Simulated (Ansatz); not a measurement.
## TiSi2: response to strain

Start from TiSi₂ (space group Cmcm, No. 63; a = 3.515 Å, b = 13.348 Å, c = 3.557 Å). Axes: x, y, z lie along a, b, c of the conventional cell.

Strains are applied to the cell and any free atomic positions relax; under biaxial strain the out-of-plane vector relaxes too.

Computed with plane-wave PAW DFT at the PBEsol level (Ansatz, a program for electronic structure, 420 eV), no spin-orbit coupling.

Notes on the quantities. pressure: mean of the normal stresses, compression positive.

```tsv
case	pressure	volume per atom	space group
base	0.0 GPa	13.91 Å³	Cmcm (No. 63)
biaxial strain +1.06 %, plane normal [001], relaxed out of plane	?	?	Cmcm (No. 63)
uniaxial strain ε_xx = +4.78 %	?	14.57 Å³	Cmcm (No. 63)
tensor shear ε_yz = −0.83 %	0.1 GPa	13.91 Å³	C2/m (No. 12)
```

Question: What belongs in the blanks?

Answer: 
- biaxial strain +1.06 %, plane normal [001], relaxed out of plane, pressure: -1.8 GPa
- biaxial strain +1.06 %, plane normal [001], relaxed out of plane, volume per atom: 14.12 Å³
- uniaxial strain ε_xx = +4.78 %, pressure: -6.4 GPa

Without a gap, meshes like the base's 14×14×13 leave anisotropic stresses uncertain by several tenths of a GPa, and small strain energies with them. Stability against distortions was not tested. All final runs are without spin polarisation.
